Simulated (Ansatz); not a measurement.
Si in the diamond structure, quasi-harmonic lattice dynamics with PBEsol density-functional theory in Ansatz (plane waves, PAW). 

| T (K) | α_L (10⁻⁶/K) | C_P (J/mol/K) | bulk modulus B_T (GPa) | γ |
|---|---|---|---|---|
| 150 | 0.2 | 12.4 | 91.8 | 0.05 |
| 250 | 1.9 | 18.4 | 91.0 | 0.34 |
| 300 | … | 20.0 | 90.5 | 0.40 |
| 450 | 3.3 | 22.6 | 89.1 | 0.48 |
| 500 | … | 23.0 | 88.6 | 0.50 |
| 750 | 4.0 | 24.2 | 86.2 | 0.53 |
| 800 | 4.1 | 24.3 | 85.7 | 0.53 |
| 850 | 4.2 | 24.4 | 85.2 | 0.54 |

**Question.** Fill in the missing entries.

**Answer.** 
- 300, α_L (10⁻⁶/K): 2.4
- 500, α_L (10⁻⁶/K): 3.5

No phase change or melting is allowed for: the numbers belong to this structure as given.

The PAW data sets were generated under PBE and serve the other functionals too.

Ansatz is a quantum-chemistry and plane-wave program.
